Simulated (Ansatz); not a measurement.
Abridged Ansatz (a quantum-chemistry and plane-wave program) output:

```
Relaxation: its limit of steps is 60 (relax.max_steps)
Pseudopotential: Nb, paw, valence charge 13
Pseudopotential: P, paw, valence charge 5
Crystal: 4 atoms, lattice volume = 61.251 Å³
Basis set: ecut = 420 eV, 1207 PW (Γ), exchange–correlation on 90×90×90 points (8 copies of the dense FFT grid, shifted against one another)
Bands: 22, of which v1, the nominal top of the filled ones, is band 18 counted from 1 (17 counted from 0)
Symmetry: 8 space group operations
k-points: 550 of 6859 (time reversal used)
Functional: x = pbe(κ = 0.804, μ = 0.2195149727645171), c = pbe(β = 0.06672455060314922)
SCF iter   1: F=—  HF=-10619.999483 eV  |F-HF|=—  |Δ(HF+E_count)|=         —  Δρ=8.11e-3  dr2=2.73e-2  ethr=1.77e-3  ⟨swp⟩=6.0  Hψ=61235  notcnv=0
SCF iter   2: F=—  HF=-10619.998471 eV  |F-HF|=—  |Δ(HF+E_count)|=   1.01e-3  Δρ=4.56e-3  dr2=7.71e-3  ethr=7.58e-5  ⟨swp⟩=1.1  Hψ=16613  notcnv=0
SCF 1 converged in 6 iterations: F = -10619.998897 eV  dr2 = 1.46e-8
relax step   1: F+E_penalty+E_count = -10619.99889737 eV  Δ(F+E_penalty+E_count) = +0.000e0 eV  max|allowed force component| = 2.016e-3 eV/Å  Δτ_max = 0.0000 Å  P = +8.993 GPa  Ω = 61.251 Å³  (6 SCF iters, dr2 threshold 1.00e-7 eV, accepted)
[... steps on the carried basis left out ...]
relax step   5: F+E_penalty+E_count = -10619.88372451 eV  Δ(F+E_penalty+E_count) = +2.895e-4 eV  max|allowed force component| = 1.867e-4 eV/Å  Δτ_max = 0.0000 Å  P = +14.990 GPa  Ω = 59.704 Å³  stress off target by 1.10e-2 GPa  SCF on the basis re-selected at this cell (its energy is not comparable with the rows above)  (5 SCF iters)
SCF converged after 5 iterations
Free energy (F): -10619.883725 eV
Internal energy: -10619.880239 eV  (E = F + TS)
E sigma→0 (E₀):  -10619.881982 eV
Entropy (-TS):   -0.003485 eV (-0.871 meV/atom)
Fermi energy:    16.232602 eV
--- Forces (eV/Å), atoms counted from 1 ---
  atom   1  Nb    -0.00000000     0.00000000    -0.00018670
  atom   2  Nb     0.00000000     0.00000000    -0.00018670
  atom   3  P     -0.00000000     0.00000000     0.00018668
  atom   4  P      0.00000000     0.00000000     0.00018668
--- Stress (GPa, compression-positive) ---
       14.988994       0.000000      -0.000000
        0.000000      14.988994       0.000000
       -0.000000      -0.000000      14.992007
  P = ⅓ Tr σ = 14.9900 GPa (149.900 kbar)
--- Relaxed structure (4 steps of the walk, 4 accepted, 1 SCFs on fresh bases) ---
  cell:  # Å, volume = 59.7037 Å³
    - [-1.6422579558882024, 1.6422579558882024, 5.534250249462045]
    - [1.6422579558882024, -1.6422579558882024, 5.534250249462045]
    - [1.6422579558882024, 1.6422579558882024, -5.534250249462045]
  atoms:
    - { symbol: Nb, position: [0.998801458489394, 0.998801458489394, 2.7387752275981117e-33] }
    - { symbol: Nb, position: [0.7488014584893938, 0.2488014584893939, 0.5] }
    - { symbol: P, position: [0.41719854151060615, 0.41719854151060615, -1.003953438076174e-34] }
    - { symbol: P, position: [0.16719854151060604, 0.6671985415106061, 0.5] }
```

Question: What was computed, and what are the main results?

Answer: NbP, 4 atoms in the cell, with PBE/PAW in Ansatz, no SOC, from a series relaxed to a target (pressure 15 GPa). The last SCF converged to F = -10619.883725 eV, or -2654.9709 eV per atom, at a pressure of 14.99 GPa. The total energy compares only with runs of the same code, potentials and settings.

Load acts through the strain it causes; cell and atoms are relaxed under it. Whether these cells are dynamically stable was not tested. Competing high-pressure phases were not computed. All final runs are without spin polarisation. The cell was made from NbP (space group I4_1md, No. 109) by this change: pressure 15 GPa.

Keys are those of Ansatz 0.2.
